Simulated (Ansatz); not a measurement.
System: Ce vacancy in ceria (charge state -4). These are PBE, PAW (plane waves to 420 eV; Ansatz, a quantum-chemistry and plane-wave program) values and carry that method's errors.

Cell of 96 host sites held at the relaxed PBE lattice; one k-point at (0.250, 0.250, 0.250); Fermi-Dirac width 0.01 eV, spin-restricted; finite-size errors left in. No zero-point or tunnelling terms. Spin-orbit coupling is left out. The charge state is imposed; whether it is stable for some Fermi level was not computed. Forms of the defect that were not tried may lie lower.

Barriers: single points on a 2×2×2 k-point mesh shifted by half a step at the bands' geometries.

The step: a nearby Ce atom hops onto the vacant site; the atom moves 3.74 Å along (-0.48, 0.00, -0.48) of the unit cell; the moving atom starts with neighbours 2 O at 2.26, 4 O at 2.38, 2 O at 2.43 Å and ends with 2 O at 2.26, 4 O at 2.38, 2 O at 2.43 Å.

Problem. Predict the migration barrier of this step from PBE, PAW.

Solution. 4.07 eV, the same both ways. At the saddle the moving atom has neighbours 2 O at 1.99, O at 2.36, O at 2.44, O at 2.47, O at 2.56 Å. The program found a first-order saddle point.
